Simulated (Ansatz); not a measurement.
Ca: energy against volume

Ca (fcc, Fm-3m, 42.198 Å³/atom and stress up to 0.01 GPa in the relaxed cell, cube axes along x, y and z) under an equal strain ε along all three axes. PBE in Ansatz, a plane-wave DFT program (PAW, default set), 420 eV, 21×21×21 Γ-centred mesh, Fermi-Dirac smearing 0.10 eV.

Here V stands for volume and E for E less E0.

| volume (Å³/atom) | E less E0 (meV/atom) | pressure (GPa) |
|---|---|---|
| 39.7163 | 8.38 | 1.18 |
| 40.3273 | 4.62 | 0.86 |
| 40.9446 | 1.99 | 0.56 |
| 41.5681 | 0.46 | 0.28 |
| 42.1979 | 0.00 | 0.01 |
| 42.8340 | 0.57 | -0.25 |
| 43.4765 | 2.13 | -0.49 |
| 44.1254 | 4.64 | -0.71 |
| 44.7807 | 8.09 | -0.93 |
| 46.1108 | ? | ? |

### Question
Fit E against V with the third-order Birch-Murnaghan form, a cubic in V^(-2/3), and predict the withheld value at V = 46.1108.

### Answer
With u = V^(-2/3) - 0.0825, the rows have u = 0.0034055, 0.0025356, 0.0016787, 0.0008348, 0.0000036, -0.0008153, -0.0016220, -0.0024169, -0.0032001. Least squares gives E = 0.002 - 75.5·u + 755742·u² - 3240261·u³. Residuals (row less fit): -0.002, 0.003, 0.000, -0.004, -0.002, 0.002, 0.003, -0.005, 0.001; standard error 0.004 (degrees of freedom: 5). Its minimum lies at u = 0.0000500, so V0 = (0.0825500)^(-3/2) = 42.16. There d²E/du² = 1511000 and d³E/du³ = -1.944e7, so B0 = (4/9) × 42.16^(-7/3) × 1511000 × 0.160218 = 17.4 GPa (the last factor turns the table's units into GPa), and B0' = 4 + (2/3) × 0.0825500 × (-1.944e7)/1511000 = 3.3. B0' rests on the cubic coefficient alone and has a standard error of 0.1 from these residuals. At the withheld row, u = -0.0047325, so E = 0.002 - 75.5 × (-0.0047325) + 755742 × (-0.0047325)² - 3240261 × (-0.0047325)³ = 17.629 meV/atom. The calculation gives 17.63 meV/atom, which the fit meets to the printed digits. The row lies outside the fitted rows, so this is an extrapolation. The scatter of the fitted rows lies at the last printed digit.

In a metal these values are sensitive to mesh and smearing; energies are taken to zero smearing, stresses follow the free energy. Other structures, which can take over under pressure, weren't tried. The same form fitted to the pressure column gives B0' = 3.3; series where the two differ by over 0.4 aren't shown. Rows are the converged runs of the series near zero and its far end, less any whose ions stayed unrelaxed beside relaxed ones; series whose fitted rows scatter by over a few per cent of the range, as at a crossing or softening among them, aren't shown in this form.
